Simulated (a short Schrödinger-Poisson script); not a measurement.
System: MOS inversion layer, SiO2 on p-type Ge(100), at 300 K.

```csv
layer,material,thickness (nm),Na (cm⁻³)
1,SiO2,2.6,-
2,Ge,1300,9.4e16
```

The device is made up for the run: typed textbook-type constants, with dimensions and the other settings drawn at random. SiO2: permittivity 3.9, conduction-band edge (eV) 3.1, gap (eV) 9, electron mass (mₑ) 0.5. Ge: permittivity 16, conduction-band edge (eV) 0, gap (eV) 0.664, Nv at 300 K (cm⁻³) 6e18.

Channel valleys (confinement mass, in-plane density-of-states mass, number): L4 0.12, 0.295, 4. At the gate the conduction-band edge of layer 1 lies 3.31 eV − eVg above the Fermi level of the channel; the field vanishes at the back. Gaps are held at their typed values at every temperature. Mesh 0.03 nm at interfaces.

From a short Schrödinger-Poisson script (our own, NumPy): 1D Poisson equation in equilibrium, electrons quantum, Hartree (BenDaniel-Duke, 12 states a valley, the channel's in-plane mass for all, wave functions free to enter the dielectric), parabolic valleys, classical holes, full ionisation, no traps, pinning or gate leakage.

At Vg = 1.8 V the centroid of the electrons lies 2.44 nm from the interface.

Problem. Estimate the gate capacitance as the dielectric in series with that distance, and compare.

Solution. The dielectric alone has 1.33 μF/cm²; in series with 2.44 nm of the channel's permittivity, 1.08 μF/cm²; the run gives 1.16 μF/cm². The estimate leaves out the density-of-states capacitance and the centroid's move with voltage. Only the L valleys are kept; under strong confinement the Δ valleys of Ge fill too.
